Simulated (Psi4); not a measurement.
Psi4 1.11, BP86/def2-svp: Y(Cl)(OSiH3)2 ([SiH3][O][Y]([Cl])[O][SiH3]), 12 atoms. The geometry is a generated start, not checked to be a minimum at this level.

```
Quantity                                              Value
--------------------------  -------------------------------
task                                                 energy
method                                                 bp86
basis                                              def2-svp
memory                                                 3 GB
maxiter                                                 100
keys of the molecule block                      symmetry c1
scf_type                                       df (default)
guess                        auto, which took SAD (default)
scf_initial_accelerator                     adiis (default)
e_convergence                               1e-06 (default)
d_convergence                               1e-06 (default)
dft_radial_points                              75 (default)
dft_spherical_points                          302 (default)
effective core potentials   those of the basis set, past Kr
basis functions                                         143
grid points                                          257202
```

```xyz
12

Y      1.4347     1.3307     0.0337
Cl     0.3804     2.8977     1.4560
O      0.1054     1.1001    -1.4165
Si    -1.4815     0.9986    -1.1265
H     -1.7312     0.4576     0.2431
H     -2.0021     0.1021    -2.1631
H     -2.0695     2.3457    -1.2438
O      1.4137    -0.3391     1.1047
Si     1.0514    -1.8884     0.8263
H     -0.3730    -2.0515     0.4796
H      1.3713    -2.5679     2.0848
H      1.9003    -2.3854    -0.2783
```

Charge 0 and multiplicity 1 are set for this test and not shown to be the ground state.

One run each on 2 threads. Values of diis_max_vecs tried: 3, 6, 10 (default), 20.

Question: Predict the course of the SCF iterations along this series.

Answer: Fewest SCF iterations, within one of each other: 6 with 11, 10 (default) with 11, 20 with 11. The count rises to 49 at 3. All converge to one solution.

| diis_max_vecs | SCF iterations | end |
|---|---|---|
| 3 | 49 | same solution |
| 6 | 11 | same solution |
| 10 (default) | 11 | same solution |
| 20 | 11 | same solution |
